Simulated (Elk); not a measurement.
A self-consistent single point of LaS (Fm-3m, 2 atoms in the cell) with Elk

Method of the run: Elk with PBEsol, all-electron FP-LAPW, Elk's shipped species files, APW+lo basis with extra local orbitals.

Input:

```
tasks
  0

xctype
  22

tforce
  .true.

rgkmax
  7.5

gmaxvr
  18.0

lmaxapw
  10

lmaxo
  8

nxlo
  2

lorbcnd
  .true.

lradstp
  2

nrmtscf
  2.0

lmaxi
  4

swidth
  0.00367493

maxscl
  100

scale
  7.884940931

avec
    0.0000000000    0.7071067812    0.7071067812
    0.7071067812    0.0000000000    0.7071067812
    0.7071067812    0.7071067812    0.0000000000

sppath
  './'

atoms
  2
  'La.in'
  1
  0.0000000000  0.0000000000  0.0000000000    0.0 0.0 0.0
  'S.in'
  1
  0.5000000000  0.5000000000  0.5000000000    0.0 0.0 0.0

ngridk
  5 5 5
```

Log, with long lists cut:

```
│ Elk code version 10.2.4 │

All units are atomic (Hartree, Bohr, etc.)

│ Ground-state run starting from atomic densities │

Lattice vectors :
   0.000000000       5.575495202       5.575495202
   5.575495202       0.000000000       5.575495202
   5.575495202       5.575495202       0.000000000

Unit cell volume      :    346.6413240
Brillouin zone volume :   0.7155817736

Muffin-tin inner radius fraction :   0.1000000000E-01

Nuclei treated as point charges

Species :    1 (La)
 parameters loaded from : La.in
 name : lanthanum
 nuclear charge    :   -57.00000000
 electronic charge :    57.00000000
 atomic mass :    253209.2364
 muffin-tin radius :    2.800000000
 number of radial points in muffin-tin :   1399
 atomic positions (lattice), magnetic fields (Cartesian) :
   1 :   0.00000000  0.00000000  0.00000000    0.00000000  0.00000000  0.00000000

Species :    2 (S)
 parameters loaded from : S.in
 name : sulphur
 nuclear charge    :   -16.00000000
 electronic charge :    16.00000000
 atomic mass :    58450.91926
 muffin-tin radius :    2.200000000
 number of radial points in muffin-tin :    799
 atomic positions (lattice), magnetic fields (Cartesian) :
   1 :   0.50000000  0.50000000  0.50000000    0.00000000  0.00000000  0.00000000

Total number of atoms per unit cell :    2

Spin treatment :
 spin-unpolarised

Number of Bravais lattice symmetries :   48
Number of crystal symmetries         :   48
Crystal has inversion symmetry
Real symmetric eigensolver will be used

k-point grid :      5     5     5
k-point offset :    0.000000000       0.000000000       0.000000000
k-point set is reduced with full crystal symmetry group
Total number of k-points :       10

Muffin-tin radius times maximum |G+k| :    7.500000000
 using average radius
Maximum |G+k| for APW functions       :    3.000000000
Maximum (1/2)|G+k|²                   :    4.500000000
Maximum |G| for potential and density :    18.00000000
 potential will be trimmed for |G| > 2 gkmax
Constant for pseudocharge density :   13
Radial integration step length :    2

G-vector grid sizes :     48    48    48
Number of G-vectors :    34327

Maximum angular momentum used for
 APW functions                      :   10
 outer part of muffin-tin           :    8
 inner part of muffin-tin           :    4

Total nuclear charge    :   -73.00000000
Total core charge       :    56.00000000
Total valence charge    :    17.00000000
Total excess charge     :    0.000000000
Total electronic charge :    73.00000000

Effective Wigner radius, rₛ :    1.042692593

Number of empty states         :    8
Total number of valence states :   17
Total number of core states    :   56

Conduction state local-orbitals added automatically
Total number of local-orbitals :  208

Exchange-correlation functional :     22     0     0
 PBEsol, Phys. Rev. Lett. 100, 136406 (2008)
 gradient requirement :    1
 generalised gradient approximation (GGA)

Smearing type :    3
 Fermi-Dirac
Smearing width :   0.3674930000E-02
Effective electronic temperature (K) :    1160.451112

Mixing type :    3
 Broyden mixing, J. Phys. A: Math. Gen. 17, L317 (1984)

Kohn-Sham potential initialised from atomic data

│ Self-consistent loop started │
│ Loop number : 1 │
 total energy                :     -8904.16295997
│ Loop number : 2 │
 total energy                :     -8904.09514594
RMS change in Kohn-Sham potential (target) :   0.2134738191     (  0.1000000000E-05)
Absolute change in total energy (target)   :   0.6781403676E-01 (  0.1000000000E-03)
│ Loop number : 3 │
 total energy                :     -8902.69578727
RMS change in Kohn-Sham potential (target) :   0.1898113218     (  0.1000000000E-05)
Absolute change in total energy (target)   :    1.416312174     (  0.1000000000E-03)
│ Loop number : 4 │
 total energy                :     -8897.17141400
RMS change in Kohn-Sham potential (target) :   0.8167045431E-01 (  0.1000000000E-05)
Absolute change in total energy (target)   :    5.878451317     (  0.1000000000E-03)
│ Loop number : 5 │
 total energy                :     -8894.38187295
RMS change in Kohn-Sham potential (target) :   0.2548458218E-01 (  0.1000000000E-05)
Absolute change in total energy (target)   :    4.259153875     (  0.1000000000E-03)
│ Loop number : 6 │
 total energy                :     -8893.42644371
RMS change in Kohn-Sham potential (target) :   0.6029408773E-02 (  0.1000000000E-05)
Absolute change in total energy (target)   :    2.020217714     (  0.1000000000E-03)
│ Loop number : 7 │
 total energy                :     -8893.14148840
RMS change in Kohn-Sham potential (target) :   0.3196605739E-03 (  0.1000000000E-05)
Absolute change in total energy (target)   :   0.7900097329     (  0.1000000000E-03)
│ Loop number : 8 │
 total energy                :     -8893.14474173
RMS change in Kohn-Sham potential (target) :   0.1592867588E-03 (  0.1000000000E-05)
Absolute change in total energy (target)   :   0.1942491060     (  0.1000000000E-03)
│ Loop number : 9 │
 total energy                :     -8893.14479689
RMS change in Kohn-Sham potential (target) :   0.6058933547E-04 (  0.1000000000E-05)
Absolute change in total energy (target)   :   0.4850712091E-01 (  0.1000000000E-03)
│ Loop number : 10 │
 total energy                :     -8893.14435682
RMS change in Kohn-Sham potential (target) :   0.1490066954E-04 (  0.1000000000E-05)
Absolute change in total energy (target)   :   0.1256684257E-01 (  0.1000000000E-03)
│ Loop number : 11 │
 total energy                :     -8893.14437903
RMS change in Kohn-Sham potential (target) :   0.2442097377E-05 (  0.1000000000E-05)
Absolute change in total energy (target)   :   0.3119505329E-02 (  0.1000000000E-03)
│ Loop number : 12 │
 total energy                :     -8893.14444273
RMS change in Kohn-Sham potential (target) :   0.4283094121E-06 (  0.1000000000E-05)
Absolute change in total energy (target)   :   0.7161790290E-03 (  0.1000000000E-03)
│ Loop number : 13 │
 total energy                :     -8893.14442507
RMS change in Kohn-Sham potential (target) :   0.1962786977E-06 (  0.1000000000E-05)
Absolute change in total energy (target)   :   0.1966988566E-03 (  0.1000000000E-03)
│ Loop number : 14 │
 total energy                :     -8893.14442322
RMS change in Kohn-Sham potential (target) :   0.4061015108E-07 (  0.1000000000E-05)
Absolute change in total energy (target)   :   0.5102670730E-04 (  0.1000000000E-03)
Convergence targets achieved

│ Loop number : 15 │

Energies :
 Fermi                       :     0.338828780995
 sum of eigenvalues          :     -5460.24946052
 electron kinetic            :      9489.63809970
 core electron kinetic       :      9421.58518917
 Coulomb                     :     -18156.8579567
 Coulomb potential           :     -14652.9594035
 nuclear-nuclear             :     -686.676770298
 electron-nuclear            :     -20287.4029694
 Hartree                     :      2817.22178295
 Madelung                    :     -10830.3782550
 xc potential                :     -296.928156728
 exchange                    :     -221.656208065
 correlation                 :     -4.26699432692
 electron entropic           :    -0.136156312150E-02
 total energy                :     -8893.14442099

Density of states at Fermi energy :    32.67628137
 (states/Hartree/unit cell)

Estimated indirect band gap :   0.8669435432E-02
 from k-point     10 to k-point      2
Estimated direct band gap   :   0.4385446627E-01
 at k-point     10

Charges :
 core                        :    56.00000000
 valence                     :    17.00000000
 interstitial                :    3.835952322
 muffin-tins (core leakage)
  species :    1 (La)
   atom    1                 :    54.60334343     (  0.2268872502E-03)
  species :    2 (S)
   atom    1                 :    14.56070425     (  0.7137757413E-04)
 total in muffin-tins        :    69.16404768
 total calculated charge     :    72.99961760
 total charge                :    73.00000000
 error                       :   0.3823963221E-03

│ Self-consistent loop stopped │

Forces :
 species :    1 (La)
  atom :    1
   Hellmann-Feynman          :     0.00000000   -0.00000000   -0.00000000
   IBS                       :    -0.00000000    0.00000000    0.00000000
   total force               :     0.00000000    0.00000000    0.00000000
   total magnitude           :     0.00000000
 species :    2 (S)
  atom :    1
   Hellmann-Feynman          :    -0.00000000    0.00000000   -0.00000000
   IBS                       :     0.00000000   -0.00000000    0.00000000
   total force               :     0.00000000    0.00000000   -0.00000000
   total magnitude           :     0.00000000
```

The run converged in 15 iterations. The count includes the last loop, which Elk runs after its targets are met.

The starting cell comes from a database of computed structures (which also holds hypothetical and non-ambient phases and stackings), without a prior relaxation at this level. Its lattice was rescaled by up to half a per cent. Values depend on the basis (sphere radii, cutoffs, local orbitals), which need not be converged. The log's line on a gap gives a spacing of levels on this mesh, which the program prints for metals too.
